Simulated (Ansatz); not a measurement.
**Os in the hcp (Mg type) structure (space group P6_3/mmc, No. 194)**

Space group P6₃/mmc (No. 194); a = 2.7383 Å, b = 2.7383 Å, c = 4.3159 Å, α = 90.00°, β = 90.00°, γ = 120.00°

```json
[
 {"atom": "Os", "site": "2d", "symmetry": "-6m2", "x": "0.6667", "y": "0.3333", "z": "0.2500"}
]
```

Level of theory: Ansatz (a quantum-chemistry and plane-wave program), r2SCAN, PAW, cutoff 500 eV, no spin-orbit coupling. k-mesh 19×19×11 (Γ-centred); smearing 0.05 eV (Fermi–Dirac).

| Property | Result |
|---|---|
| Volume per atom | 14.01 Å³ |
| Density | 22.54 g/cm³ |
| Band gap | zero |
| Total energy | -11397.634 eV/atom (σ→0; compares only within this code and set-up) |

No phonon test of stability was made. All final runs are without spin polarisation.
